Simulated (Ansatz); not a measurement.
Worked example: self-consistent single point of the (110) slab of Bi (cut from a parent of space group no. 229; 4 atoms in the cell) in Ansatz (an electronic-structure program).

Level of theory: PBEsol, default PAW files made with PBE (plane waves; Ansatz).

```yaml
crystal:
  lattice:
    - [3.44223, 0.00000, 0.00000]
    - [-4.58964, 3.24537, 0.00000]
    - [0.00000, 0.00000, 22.43172]
  atoms:
    - { symbol: Bi, position: [0.00000, 0.25000, 0.31206] }
    - { symbol: Bi, position: [0.00000, 0.75000, 0.43735] }
    - { symbol: Bi, position: [0.00000, 0.25000, 0.56264] }
    - { symbol: Bi, position: [0.00000, 0.75000, 0.68794] }
```

Reference input (self-consistent single point, DFT, PBEsol, plane waves, default PAW files made with PBE): basis.ecutwfc = 420 eV; kpoints.mp_grid.grid = 9 9 1; hamiltonian.xc = pbesol; hamiltonian.pseudopotentials = {kind: paw} (the program's default PAW files); scf.occupations.method = gaussian; scf.occupations.width = 0.1 eV. This run's input differs from it in these lines:

Ansatz 0.2 input:
```diff
@@ -11,3 +11,3 @@
 basis:
-  ecutwfc: 420.0 eV
+  ecutwfc: 505.0 eV
 kpoints:
```

Log, with long lists cut:

```
SCF iter   1: F=—  HF=-48967.006770 eV  |F-HF|=—  |Δ(HF+E_count)|=         —  Δρ=1.58e-3  dr2=2.55e-2  ethr=1.77e-3  ⟨swp⟩=9.1  Hψ=4297  notcnv=0
all-band conjugate gradients solve this SCF's bands
preconditioner: auto → LDOS
SCF iter   2: F=—  HF=-48967.005127 eV  |F-HF|=—  |Δ(HF+E_count)|=   1.64e-3  Δρ=7.67e-4  dr2=3.40e-3  ethr=4.24e-5  ⟨swp⟩=3.0  Hψ=1955  notcnv=0  defer=4
   [... lines left out ...]
SCF iter   4: F=—  HF=-48967.004567 eV  |F-HF|=—  |Δ(HF+E_count)|=   8.47e-5  Δρ=5.76e-5  dr2=2.26e-5  ethr=6.99e-7  ⟨swp⟩=2.0  Hψ=1437  notcnv=0  defer=4
SCF iter   5: F=—  HF=-48967.004583 eV  |F-HF|=—  |Δ(HF+E_count)|=   1.62e-5  Δρ=2.20e-5  dr2=1.45e-6  ethr=3.76e-8  ⟨swp⟩=2.4  Hψ=1540  notcnv=0  defer=4
SCF iter   6: F=—  HF=-48967.004583 eV  |F-HF|=—  |Δ(HF+E_count)|=   1.75e-7  Δρ=4.64e-6  dr2=1.49e-7  ethr=2.41e-9  ⟨swp⟩=2.0  Hψ=1552  notcnv=0  defer=4
SCF iter   7: F=-48967.004583 eV  HF=-48967.004583 eV  |F-HF|=1.53e-8  |Δ(HF+E_count)|=   5.27e-9  Δρ=1.90e-6  dr2=2.23e-8  ethr=1.67e-10  ⟨swp⟩=9.4  Hψ=4424  notcnv=0
SCF 1 converged in 7 iterations: F = -48967.004583 eV  dr2 = 2.23e-8
Free energy (F): -48967.004583 eV
Internal energy: -48966.990824 eV  (E = F + TS)
E sigma→0 (E₀):  -48966.997703 eV
Entropy (-TS):   -0.013759 eV (-3.440 meV/atom)
Fermi energy:    3.573353 eV
--- Forces (eV/Å), atoms counted from 1 ---
  atom   1  Bi    -0.00000000     0.00000000     0.41168024
  atom   2  Bi     0.00000000    -0.00000000    -0.37768717
  atom   3  Bi    -0.00000000     0.00000000     0.37768717
  atom   4  Bi     0.00000000    -0.00000000    -0.41168024
--- Stress (GPa, compression-positive) ---
       -2.306884       0.004568       0.000000
        0.004568      -2.303654       0.000000
        0.000000       0.000000      -1.540723
  P = ⅓ Tr σ = -2.0504 GPa (-20.504 kbar)
  The stress holds the Pulay correction. Without it, at fixed plane waves, as pw.x and ABINIT print it: P = -2.0532 GPa
```

The run converged in 7 iterations. Against the reference run the free energy goes down by 1.1 meV/atom and the largest force moves little (0.411 to 0.412 eV/Å).

The starting cell comes from a database of computed structures (which also holds hypothetical and non-ambient phases and stackings), without a prior relaxation at this level. The slab is cut from that crystal, and its faces are unrelaxed. Its lattice was rescaled by up to half a per cent. Spin-orbit coupling is off.
